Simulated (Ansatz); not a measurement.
**Response to strain in Sn**

Take Sn in the diamond structure (space group Fd-3m, No. 227; a = 6.5688 Å) as the base. Axes: x, y, z lie along the cube axes.

Strains are applied to the cell and any free atomic positions relax; under biaxial strain the out-of-plane vector relaxes too.

Computed with r2SCAN in Ansatz (plane waves to 500 eV, PAW, spin-orbit coupling left out), earlier PAW set.

Notes on the quantities. energy relative to the base: free energy F.

```tsv
variant	volume per atom	energy relative to the base
base	35.43 Å³	0 meV/atom
biaxial strain −2.60 %, plane normal [001], relaxed out of plane	34.42 Å³	+11 meV/atom
biaxial strain −1.84 %, plane normal [001], relaxed out of plane	34.72 Å³	+5.3 meV/atom
biaxial strain −0.73 %, plane normal [001], relaxed out of plane	35.15 Å³	+0.8 meV/atom
biaxial strain −4.41 %, plane normal [110], relaxed out of plane	33.46 Å³	+40 meV/atom
biaxial strain −2.05 %, plane normal [110], relaxed out of plane	34.47 Å³	+8.4 meV/atom
biaxial strain +0.20 %, plane normal [110], relaxed out of plane	35.53 Å³	+0.1 meV/atom
biaxial strain +1.04 %, plane normal [110], relaxed out of plane	35.95 Å³	+2.1 meV/atom
isotropic strain −5.14 %	30.24 Å³	+137 meV/atom
isotropic strain +1.21 %	36.73 Å³	+6.0 meV/atom
```

A biaxial case was relaxed in a doubled cell and then solved in the primitive one. Whether these cells are dynamically stable was not tested.

Ansatz is an electronic-structure program.
